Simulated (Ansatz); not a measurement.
Structure of amorphous tantalum oxide (Ta16O39) (periodic cell):

```xyz
55
Lattice="9.2272 0.0000 0.0000 0.0000 9.2272 0.0000 0.0000 0.0000 9.2272" Properties=species:S:1:pos:R:3 pbc="T T T"
Ta     3.4500     7.1312     6.0036
Ta     5.0344     0.7482     1.4591
Ta     0.0956     7.9658     6.8834
Ta     1.3266     6.8090     2.8543
Ta     5.8430     9.1576     4.8601
Ta     2.0751     2.2487     1.7166
Ta     5.8306     3.7224     2.4469
Ta     8.1272     5.6422     0.0974
Ta     1.9790     4.0957     7.5114
Ta     0.0701     0.9111     3.7844
Ta     4.8593     3.4733     5.8290
Ta     8.3210     4.6798     5.2905
Ta     4.1088     6.3383     0.4419
Ta     8.9004     4.0259     2.5536
Ta     2.8718     0.9090     7.9966
Ta     6.1840     8.2462     8.4450
O      4.8227     5.1559     1.6678
O      6.3671     1.9309     2.3401
O      5.4509     1.6792     5.5780
O      0.5343     8.4705     2.7983
O      4.6536     3.7921     4.0498
O      2.5042     6.8302     1.4125
O      1.2159     9.2070     7.9510
O      6.5626     4.1918     6.2522
O      7.4311     0.0475     3.9677
O      2.5491     7.0498     4.2725
O      4.1352     2.6067     1.6123
O      8.6152     2.6977     4.1622
O      2.8933     0.6346     0.7958
O      3.2641     9.0111     6.3508
O      0.2568     4.8065     8.4098
O      4.8246     8.0273     1.0044
O      8.9349     6.0652     1.7358
O      6.2520     6.2742     8.9846
O      5.1382     7.3602     5.1053
O      1.5918     6.8436     6.8315
O      0.4131     5.3996     3.9561
O      8.2851     7.5138     8.4980
O      4.7736     0.6224     8.4182
O      0.2784     0.0886     5.4834
O      1.6469     4.0793     2.0851
O      1.9504     1.4844     3.4660
O      6.7724     0.1992     0.5612
O      0.0905     2.0568     1.8538
O      6.8009     8.7774     6.7133
O      1.8259     2.5588     8.7740
O      7.3129     4.1132     1.0627
O      7.1402     4.6725     3.6037
O      4.7478     0.1618     3.2556
O      0.6237     3.8817     6.1378
O      3.4728     4.9777     6.2464
O      3.2793     2.5932     6.8850
O      4.3692     7.1969     7.8248
O      8.3610     6.4649     5.9598
O      2.9802     5.0669     8.7674
```

Computed with PBE, scalar-relativistic without spin-orbit coupling (plane waves to 420 eV, PAW; Ansatz, a first-principles code). The usual formal charges leave 2 electrons over, so the level spacing at the Fermi energy parts defect or band states and needn't be the band gap.

It comes from a melt-quench run on a machine-learned potential (CHGNet), relaxed afterwards by DFT. O atoms were pushed apart under 1.9 Å during the dynamics, to hinder bonds among them. The hot cell started wider than the set density and was brought back towards it in steps. It is the lowest in DFT energy of 2 quenches. It is a model cell: composition and starting density were chosen by hand, and all elements were melted together. No dispersion term was used. Its density started from a set value of 7.81 and ended at 7.44 g/cm³. The quench (nominally 190 K/ps over its main leg) was far faster than any real one, so the model tends to hold more defects than a real film. One small periodic cell is one sample of the glass; other quenches scatter about these values. The volume was free in the relaxation, at fixed shape. Stress components on the final sampling reach 2.5 GPa. On a 2×2×2 Γ-centred mesh force components of up to 0.35 eV/Å stay, since the relaxation ran on the zone centre alone.

Bonds are counted up to Ta-Ta 3.12 Å, Ta-O 2.44 Å, O-O 1.58 Å. Two cations that share two anions don't count as bonded, nor two that share one unless they lie closer than Ta-Ta 3.04 Å.

Give the coordination numbers, mean bond lengths and angles.


- Mean coordination of Ta by anions = 5.88 (5 with 5, 8 with 6, 3 with 7)
- Mean coordination of O = 2.41 (23 with 2, 16 with 3)
- Mean Ta-O bond = 2.018 Å (spread 0.116 Å, 94 counted)
- Bond angle at Ta = mean 104.0°, spread 28.9°
- Bond angle at O = mean 122.6°, spread 24.8°

List the pairs of like atoms that count as bonded by the rules above.

There are none by these rules.
